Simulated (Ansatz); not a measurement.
System: interstitial H in fluorite (charge state +1). The step: a concerted move, in which H travels most; the atom moves 1.49 Å along (-0.19, 0.00, -0.19) of the unit cell; the moving atom starts with neighbours F at 1.11, F at 1.16 Å and ends with F at 1.11, F at 1.16 Å. A PBE band in Ansatz (plane-wave PAW, the Γ point alone, 96 host sites, 32 SCF runs with any check of the saddle's order, static, no finite-size correction) gives a forward barrier of 0.47 eV. The saddle point's order was not checked, and it lies on a symmetry element of the cell, where a band can be held. The charge state is imposed; whether it is stable for some Fermi level was not computed. Sites that were not tried may lie lower.

Single points at the band's start and saddle point can refine it. Rough cost of one point, in units of the band's mean SCF on the same machine:

```json
[
 {"Level": "PBE, a 2×2×2 k-point mesh shifted by half a step", "Cost of one point": "about 10"},
 {"Level": "r2SCAN at 500 eV, the Γ point alone", "Cost of one point": "about 2"}
]
```

Problem. Which of these move the barrier by more than 0.1 eV, and how far does each move it?

Solution. Not one does. PBE, a 2×2×2 k-point mesh shifted by half a step: 0.00 eV; r2SCAN at 500 eV, the Γ point alone: -0.01 eV. Each functional is compared with PBE at the same k-points.

Ansatz is a quantum-chemistry and plane-wave program.
